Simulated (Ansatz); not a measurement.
HgS, response to strain

Start from HgS in the rock salt structure (space group Fm-3m, No. 225; a model cell, its experimental status unchecked; relaxed with 0.1 eV smearing).

```xyz
2
Lattice="0.0000 2.7268 2.7268 2.7268 0.0000 2.7268 2.7268 2.7268 0.0000" Properties=species:S:1:pos:R:3 pbc="T T T"
S      0.0000     0.0000     0.0000
Hg     2.7268     2.7268     2.7268
```

Cartesian axes are those of the cell as printed.

Strains are applied to the cell and any free atomic positions relax; under biaxial strain the out-of-plane vector relaxes too; under stress the whole cell relaxes.

Calculations: Ansatz (an electronic-structure program), PBEsol, PAW, cutoff 420 eV, no spin-orbit coupling, earlier PAW set.

Notes on the quantities. pressure: mean of the normal stresses, compression positive.

```json
[
 {"variant": "base", "space group": "Fm-3m (No. 225)", "volume per atom": "20.28 Å³", "pressure": "0.0 GPa"},
 {"variant": "biaxial strain −1.84 %, plane normal [001], relaxed out of plane", "space group": "I4/mmm (No. 139)", "volume per atom": "20.08 Å³", "pressure": "1.1 GPa"},
 {"variant": "isotropic strain −5.94 %", "space group": "Fm-3m (No. 225)", "volume per atom": "16.87 Å³", "pressure": "23.7 GPa"},
 {"variant": "isotropic strain −0.84 %", "space group": "Fm-3m (No. 225)", "volume per atom": "19.77 Å³", "pressure": "2.2 GPa"},
 {"variant": "isotropic strain −0.43 %", "space group": "Fm-3m (No. 225)", "volume per atom": "20.02 Å³", "pressure": "1.1 GPa"},
 {"variant": "isotropic strain +1.37 %", "space group": "Fm-3m (No. 225)", "volume per atom": "21.12 Å³", "pressure": "-3.0 GPa"},
 {"variant": "isotropic strain +1.63 %", "space group": "Fm-3m (No. 225)", "volume per atom": "21.28 Å³", "pressure": "-3.5 GPa"},
 {"variant": "isotropic strain +5.59 %", "space group": "Fm-3m (No. 225)", "volume per atom": "23.87 Å³", "pressure": "-8.8 GPa"},
 {"variant": "uniaxial strain ε_zz = +1.72 %", "space group": "I4/mmm (No. 139)", "volume per atom": "20.62 Å³", "pressure": "-1.3 GPa"},
 {"variant": "uniaxial stress, 2 GPa tension along x", "space group": "I4/mmm (No. 139)", "volume per atom": "20.62 Å³", "pressure": "–"}
]
```

Beyond what the load breaks, stability against distortions was not tested. The final runs are not spin-polarised. This is not the structure that HgS has at room temperature and ambient pressure.
